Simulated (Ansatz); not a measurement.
**Y: response to strain**

Start from Y in the hcp (Mg type) structure (space group P6_3/mmc, No. 194; a = 3.594 Å, c = 5.610 Å; relaxed with 0.1 eV smearing). Axes: x lies along a and z along c of the hexagonal cell.

Strains are applied to the cell and any free atomic positions relax.

The values are results of Kohn–Sham DFT with the PBEsol functional, run in Ansatz (a quantum-chemistry and plane-wave program) with PAW and 420 eV plane waves, no spin-orbit coupling, not measurements.

Notes on the quantities. energy relative to the base: free energy F.

```csv
uniaxial strain ε_zz (%),energy relative to the base (meV/atom)
-3,7.6
-2.5,?
-2,3.3
-1.5,1.9
-1,0.8
-0.5,0.2
0,0.0
```

Question: Fit ΔE = Aε² + Bε³ (ε in %) to the rows shown and predict the withheld row.

Answer: Least squares on the printed values gives A = 0.807 and B = -0.013 meV/atom (largest residual 0.0 meV/atom); this predicts 5.2 meV/atom, and the run gives 5.2 meV/atom, in agreement.

Stability against distortions was not tested. The final runs are not spin-polarised.
